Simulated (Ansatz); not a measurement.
SiC2N4 (Pn-3m, No. 224, 14 atoms in the cell; start mp-30160), treated with HSE06 in Ansatz (plane waves, PAW).

Run with plane-wave cutoff 460 eV, 4×4×4 k mesh, Fermi–Dirac smearing 0.01 eV, scalar-relativistic PAW data made under PBE.

Cell (relaxed with PBEsol):

```cif
data_C4N8Si2
_chemical_formula_sum 'Si2 C4 N8'
_space_group_name_H-M_alt 'P 1'
_space_group_IT_number 1
_cell_length_a 6.66845
_cell_length_b 6.66845
_cell_length_c 6.66845
_cell_angle_alpha 90.000
_cell_angle_beta 90.000
_cell_angle_gamma 90.000
loop_
_space_group_symop_operation_xyz
  'x, y, z'
loop_
_atom_site_label
_atom_site_type_symbol
_atom_site_fract_x
_atom_site_fract_y
_atom_site_fract_z
_atom_site_occupancy
Si1 Si 0.50000 0.50000 0.50000 1
Si2 Si 0.00000 0.00000 0.00000 1
C1 C 0.75000 0.25000 0.25000 1
C2 C 0.25000 0.25000 0.75000 1
C3 C 0.25000 0.75000 0.25000 1
C4 C 0.75000 0.75000 0.75000 1
N1 N 0.14552 0.85448 0.14552 1
N2 N 0.64552 0.64552 0.64552 1
N3 N 0.85448 0.14552 0.14552 1
N4 N 0.35448 0.35448 0.64552 1
N5 N 0.14552 0.14552 0.85448 1
N6 N 0.64552 0.35448 0.35448 1
N7 N 0.85448 0.85448 0.85448 1
N8 N 0.35448 0.64552 0.35448 1
```

Problem. Give the computed band gap.

Solution. 
- band gap = 5.57 eV (on the SCF k mesh) (direct)

Note: cell and atoms aren't relaxed at this level (largest force component 0.47 eV/Å, pressure -2.1 GPa).

The computed numbers hold no vibrational or temperature effects.

A start named mp-… is a Materials Project structure, which need not be a measured phase.

Ansatz is an electronic-structure program.
